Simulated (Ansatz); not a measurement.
The starting structures come from a database of crystals and need not be the phases stable at ambient conditions.

 Where the default PAW files enter, the runs use the earlier of Ansatz's two default sets.

Input:

```xyz
10
Lattice="5.5349 0.0000 0.0000 0.0251 5.5348 0.0000 2.7549 -2.7674 3.9049" Properties=species:S:1:pos:R:3 pbc="T T T"
Sr     2.7674     0.0000     1.9524
Sr     5.5475     2.7674     1.9524
Ti     0.0000     0.0000     0.0000
Ti     2.7800     2.7674     0.0000
O      1.4026     4.1511     0.1637
O      6.9123    -1.3837     3.7412
O      5.4194     0.1160     1.9524
O      2.8955     2.6514     1.9524
O      1.3900     1.3837     0.0000
O      4.1700     4.1511     0.0000
```

Space group of this cell: I4/mcm. The cell is taken as given; by r2SCAN its mean pressure is -0.7 GPa.

These are r2SCAN (plane waves, PAW; Ansatz, an electronic-structure program) values and carry that method's errors.

The current runs along the normal of the first two printed vectors; no spin-orbit coupling. Scaled by the factor s: all lengths (ions clamped). Meshes 8×8×8 and 6×6 across the current in all rows.

| s | mean pressure (GPa) | band gap (eV) |
|---|---|---|
| 0.98 | 12.1 | 2.48 |
| 1.00 | -0.7 | 2.33 |
| 1.02 | -10.5 | ? |

### Question
Take the slope of the band gap against ln s from the two given rows, extrapolate to s = 1.02, and say what the run there gives.

### Answer
Slope = (2.48 − 2.33) / ln 0.98 = -7.42 eV. The line gives 2.33 + (-7.42) × ln 1.02 = 2.18 eV. The run gives 2.18 eV, as the line does.
